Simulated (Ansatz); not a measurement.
Response to strain in Sn

Start from Sn in the diamond structure (space group Fd-3m, No. 227; relaxed with 0.1 eV smearing).

```xyz
2
Lattice="0.0000 3.2701 3.2701 3.2701 0.0000 3.2701 3.2701 3.2701 0.0000" Properties=species:S:1:pos:R:3 pbc="T T T"
Sn     0.0000     0.0000     0.0000
Sn     1.6350     1.6350     1.6350
```

Strains are applied to the cell and any free atomic positions relax.

Level of theory: PBEsol (Ansatz, a quantum-chemistry and plane-wave program; PAW; 420 eV plane waves; spin-orbit coupling left out).

Candidates:
(a) isotropic strain +2.00 %
(b) isotropic strain +1.50 %
(c) isotropic strain +2.50 %
(d) isotropic strain −0.50 %
(e) isotropic strain −2.00 %

Notes on the quantities. energy relative to the base: free energy F.

### Question
Order them by energy relative to the base, lowest first.

### Answer
(d) isotropic strain −0.50 % (+1.1 meV/atom), (b) isotropic strain +1.50 % (+8.6 meV/atom), (a) isotropic strain +2.00 % (+15 meV/atom), (e) isotropic strain −2.00 % (+18 meV/atom), (c) isotropic strain +2.50 % (+23 meV/atom)

Whether these cells are dynamically stable was not tested.
